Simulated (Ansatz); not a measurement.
The reference is ZnO in the wurtzite structure (space group P6_3mc, No. 186; a = 3.235 Å, c = 5.211 Å).

Calculations: r2SCAN in Ansatz (plane waves to 500 eV, PAW, no spin-orbit coupling).

Base values:

- Band gap: 1.24 eV
- Width of the top valence band: 1.83 eV

Modification: the cell is scaled by 0.9898 in all directions; the atoms relax in the strained cell.

Problem. What does the calculation give for the band gap after the change?

Solution. The band gap rises by 0.045 eV to 1.28 eV.

Problem. What does the calculation give for the width of the top valence band after the change?

Solution. The width of the top valence band rises by 0.07 eV, from 1.83 eV to 1.90 eV.

No phonon test of stability was made.

Ansatz is a program for electronic structure.
